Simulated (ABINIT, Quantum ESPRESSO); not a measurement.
A Quantum ESPRESSO input for a self-consistent single point of NaTlO (P6_3mc, 6 atoms in the cell) (DFT, PBEsol, plane waves, GBRV 1.5 ultrasoft (PBESOL) pseudopotentials):

```fortran
&control
  calculation = 'scf',
  prefix = 'NaTlO',
  outdir = './tmp',
  pseudo_dir = './',
  tprnfor = .true.,
  tstress = .true.,
/
&system
  ibrav = 0,
  nat = 6,
  ntyp = 3,
  ecutwfc = 40,
  ecutrho = 200,
  occupations = 'fixed',
  nbnd = 32,
/
&electrons
  conv_thr = 1.0d-10,
  mixing_beta = 0.3,
/
ATOMIC_SPECIES
Na    22.9898  na_pbesol_v1.5.uspp.F.UPF
Tl   204.3800  tl_pbesol_v1.2.uspp.F.UPF
O     15.9990  o_pbesol_v1.2.uspp.F.UPF
ATOMIC_POSITIONS crystal
Na    0.6666666667    0.3333333333    0.8938900000
Na    0.3333333333    0.6666666667    0.3938900000
Tl    0.3333333333    0.6666666667    0.1157200000
Tl    0.6666666667    0.3333333333    0.6157200000
O     0.0000000000    0.0000000000    0.9904000000
O     0.0000000000    0.0000000000    0.4904000000
K_POINTS automatic
7 7 2  0 0 0
CELL_PARAMETERS angstrom
   3.4843898518     0.0000000000     0.0000000000
  -1.7421949259     3.0175701284     0.0000000000
   0.0000000000     0.0000000000    11.3945900000
```

Problem. Translate this input to ABINIT.

Solution. One input that does it (others would too):

```
# NaTlO, PseudoDojo nc-sr-04 PBEsol standard
pp_dirpath "./"
pseudos "Na.upf, Tl.upf, O.upf"
acell 3*1.0 Angstrom
rprim
         3.4843898518    0.0000000344    0.0000000000
        -1.7421949557    3.0175701112    0.0000000000
         0.0000000000    0.0000000000   11.3945900000
natom 6
ntypat 3
znucl 11 81 8
typat 1 1 2 2 3 3
xcart
         1.7421949160    1.0058567266   10.1855100551
        -0.0000000199    2.0117134189    4.4882150551
        -0.0000000199    2.0117134189    1.3185819548
         1.7421949160    1.0058567266    7.0158769548
         0.0000000000    0.0000000000   11.2852019360
         0.0000000000    0.0000000000    5.5879069360
      Angstrom
ecut 44
occopt 1
nband 31
kptopt 1
ngkpt 7 7 2
nshiftk 1
shiftk 0 0 0
nstep 50
tolvrs 1.0e-12
diemac 9
prtwf 0
prtden 0
enunit 2
```

Basis settings and potentials, where a program has them, do not carry over. This input uses DFT, PBEsol, plane waves, norm-conserving pseudopotentials (PseudoDojo nc-sr-04 PBEsol standard).

The starting cell comes from a database of computed structures (which also holds hypothetical and non-ambient phases and stackings), without a prior relaxation at this level.
